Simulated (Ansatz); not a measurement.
The reference is CaF$_{2}$ in the fluorite structure (space group Fm-3m, No. 225; a = 5.420 Å).

Structures relaxed with plane-wave PAW DFT at the PBEsol level (Ansatz, a program for electronic structure, 420 eV), no spin-orbit coupling.

Base:

Simulated powder pattern, Cu Kα1, λ = 1.54056 Å (kinematic, ideal powder, no thermal factors, no anomalous dispersion; the 8 strongest lines at most, above 2 %, up to 2θ = 90°):

```json
[
 {"2θ (°)": "28.50", "I/Imax (%)": "84", "hkl": "(111)"},
 {"2θ (°)": "47.40", "I/Imax (%)": "100", "hkl": "(220)"},
 {"2θ (°)": "56.24", "I/Imax (%)": "31", "hkl": "(311)"},
 {"2θ (°)": "69.28", "I/Imax (%)": "13", "hkl": "(400)"},
 {"2θ (°)": "76.55", "I/Imax (%)": "11", "hkl": "(331)"},
 {"2θ (°)": "88.24", "I/Imax (%)": "24", "hkl": "(422)"}
]
```

After one change:

Simulated powder pattern, Cu Kα1, λ = 1.54056 Å (kinematic, ideal powder, no thermal factors, no anomalous dispersion; the 8 strongest lines at most, above 2 %, up to 2θ = 90°):

```json
[
 {"2θ (°)": "28.66", "I/Imax (%)": "85"},
 {"2θ (°)": "47.68", "I/Imax (%)": "100"},
 {"2θ (°)": "56.58", "I/Imax (%)": "31"},
 {"2θ (°)": "69.72", "I/Imax (%)": "13"},
 {"2θ (°)": "77.05", "I/Imax (%)": "11"},
 {"2θ (°)": "88.86", "I/Imax (%)": "24"}
]
```

### Question
Which of these changes matches the shifts?
A) pressure 5 GPa
B) pressure 1.5 GPa
C) pressure 0.7 GPa
D) pressure 0.3 GPa

### Answer
B, pressure 1.5 GPa. Its volume per atom is 13.05 Å³ against 13.27 Å³, and its space group is Fm-3m (No. 225).

Load acts through the strain it causes; cell and atoms are relaxed under it. Whether these cells are dynamically stable was not tested. No other phases were tried under pressure. The base started in Pca2_1 and relaxed to Fm-3m at this level.
